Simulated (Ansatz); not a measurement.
Take CdS in the zinc blende structure (space group F-43m, No. 216; a = 5.7566 Å) as the base. Axes: x, y, z lie along the cube axes.

Method: DFT with LDA, PAW potentials and a 420 eV plane-wave cutoff in Ansatz (a program for electronic structure), without spin-orbit coupling.

For the base:

The valence-band top at Γ comes out as 0.00, 0.00, 0.00 eV.

The change: uniaxial strain ε_zz = +0.50 %, all other strain components held at zero; the atoms relax in the strained cell.

What does the calculation give for the valence-band top at Γ after the change?

The valence-band top at Γ (three highest levels, from the VBM) becomes 0.00, 0.00, -0.02 eV (base: 0.00, 0.00, 0.00 eV).

What does the calculation give for the stress after the change?

The stress (xx, yy, zz, yz, xz, xy; compression positive) comes out as (-0.30, -0.30, -0.41, 0.00, 0.00, 0.00) GPa.

The levels and masses belong to the bands next to the band gap. Whether these cells are dynamically stable was not tested.
